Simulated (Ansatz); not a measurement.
Base system: Mo in the bcc (W type) structure (space group Im-3m, No. 229; a = 3.1506 Å).

Method: r2SCAN in Ansatz (plane waves to 500 eV, PAW, spin-orbit coupling left out).

One change was made to it. Results:

The band gap is still zero; the density goes up by 0.87 g/cm³, from 10.19 g/cm³ to 11.06 g/cm³; the shortest interatomic distance rises by 0.7030 Å to 3.431 Å.

**Question.** Which of these changes matches the shifts?
A. Mo → Zr
B. Mo → C
C. Mo → Pb

**Answer.** C, Mo → Pb. For comparison, the density in the other runs: Mo → Zr gives 6.60 g/cm³; Mo → C gives 2.94 g/cm³.

Whether these cells are dynamically stable was not tested. As relaxed here, C is a hypothetical phase, not in the database extracts checked. For Pb in this form, whether it has been made was not checked. The final runs are not spin-polarised. This is not the structure that Pb has at room temperature and ambient pressure. This is not the structure that Zr has at room temperature and ambient pressure.

Ansatz is a quantum-chemistry and plane-wave program.
